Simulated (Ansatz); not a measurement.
**NaF under a change: uniaxial strain ε_zz = +1.00 %**

Take NaF in the rock salt structure (space group Fm-3m, No. 225; a = 4.6291 Å) as the base. Axes: x, y, z lie along the cube axes.

It is then changed as follows: uniaxial strain ε_zz = +1.00 %, all other strain components held at zero, atoms relaxed at fixed cell.

Calculations: PBEsol (Ansatz, an electronic-structure program; PAW; 420 eV plane waves; scalar-relativistic without spin-orbit coupling). Settings: 12×12×12 k-points, 0.05 eV Fermi–Dirac smearing.

| quantity | base | changed | shift |
|---|---|---|---|
| volume per atom | 12.40 Å³ | 12.52 Å³ | +0.12 Å³ |
| shortest interatomic distance | 2.315 Å | 2.315 Å | 0.000 Å |
| energy relative to the base (free energy F) | 0 meV/atom | +0.4 meV/atom | +0.4 meV/atom |
| pressure (mean of the normal stresses, compression positive) | 0.00 GPa | -0.46 GPa | -0.46 GPa |
| band gap | 6.20 eV | 6.15 eV | -0.05 eV |
| gap character | direct at Γ | direct at Γ | – |
| electron mass | 0.56 mₑ (at Γ) | 0.56 mₑ (at Γ) | – |
| stress (xx, yy, zz, yz, xz, xy; compression positive) | – | (-0.22, -0.22, -0.95, 0.00, 0.00, 0.00) GPa | – |

Final structure:

```yaml
crystal:
  lattice:
    - [0.00000, 2.31454, 2.33768]
    - [2.31454, 0.00000, 2.33768]
    - [2.31454, 2.31454, 0.00000]
  atoms:
    - { symbol: Na, position: [0.00000, 0.00000, 0.00000] }
    - { symbol: F, position: [0.50000, 0.50000, 0.50000] }
```

Cost of the whole job for the changed cell (relaxation, final SCF and bands): very roughly 12 core-seconds.

Masses are band curvatures over ±0.01 Å⁻¹ around the edge. No phonon test of stability was made. Labels are those of the standard path for the cell's own space group.
